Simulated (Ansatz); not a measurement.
The parent structure is HfO2 in the fluorite structure (space group Fm-3m, No. 225; a = 5.098 Å).

Computed with PBE, PAW, 420 eV (Ansatz, an electronic-structure program; spin-orbit coupling left out), earlier PAW set.

For the base:

```
Item        Value
--------  -------
Band gap  3.75 eV
```

Perturbation: an isotropic linear strain of −1.98 %, atoms relaxed at fixed cell.

Problem. What happens to the energy relative to the base?

Solution. The energy grows by 32 meV/atom.

Problem. What does the calculation give for the band gap after the change?

Solution. The band gap grows by 0.14 eV, from 3.75 eV to 3.89 eV.

With Hf present, leaving out spin-orbit coupling can change the band edges. No phonon test of stability was made. This is not the structure that HfO2 has at room temperature and ambient pressure.
